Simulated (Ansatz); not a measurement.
Start from La (space group P6_3/mmc, No. 194; a = 3.7704 Å, c = 12.0810 Å).

(Cell as relaxed with PBE.)

Levels (all Ansatz, a first-principles code, PAW, earlier PAW set): PBE (420 eV, no spin-orbit coupling); r2SCAN (500 eV, spin-orbit coupling left out).

Each level relaxes its own structure.

```csv
base,PBE,r2SCAN
volume per atom,37.18 Å³,37.31 Å³
lattice parameter a,3.770 Å,3.785 Å
band gap,zero,zero
```

Modification: every La is replaced by Zr; the structure is relaxed again.

```json
[
 {"quantity": "shortest interatomic distance", "PBE": "3.200 Å", "r2SCAN": "3.197 Å"},
 {"quantity": "c/a ratio", "PBE": "3.232", "r2SCAN": "3.197"}
]
```

PBE's shortest interatomic distance lies 0.003 Å above r2SCAN's (0.1 %); PBE's c/a ratio lies 0.035 above r2SCAN's. Neither level is exact; r2SCAN is the comparison here, not a measurement.

No phonon test of stability was made. The final runs are not spin-polarised.
